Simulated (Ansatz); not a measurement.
# SiO2: response to strain

Consider SiO2 (space group P3_221, No. 154).

```xyz
9
Lattice="5.0221 0.0000 0.0000 -2.5111 4.3493 0.0000 0.0000 0.0000 5.5103" Properties=species:S:1:pos:R:3 pbc="T T T"
Si     1.1971     2.0734     0.0000
Si     2.6279     0.0000     3.6735
Si    -1.3140     2.2759     1.8368
O      1.6822     0.6922     4.8038
O      3.5816     1.1107     2.9670
O     -0.2416     1.8029     0.7065
O      1.0705     3.2385     4.3800
O     -0.8289     3.6571     2.5433
O      2.2694     2.5464     1.1303
```

Cartesian axes are those of the cell as printed.

Strains are applied to the cell and any free atomic positions relax.

Method: PBE (Ansatz, a first-principles code, PAW, without spin-orbit coupling).

Notes on the quantities. energy relative to the base: free energy F.

| uniaxial strain ε_zz (%) | energy relative to the base (meV/atom) |
|---|---|
| -3 | 3.5 |
| -2.25 | ? |
| -1.5 | 0.8 |
| -0.75 | 0.2 |
| 0 | 0.0 |

Problem. Fit ΔE = Aε² + Bε³ (ε in %) to the rows shown and predict the withheld row.

Solution. Least squares on the printed values gives A = 0.325 and B = -0.021 meV/atom (largest residual 0.0 meV/atom); this predicts 1.9 meV/atom, and the run gives 2.0 meV/atom, in agreement.

No phonon test of stability was made.
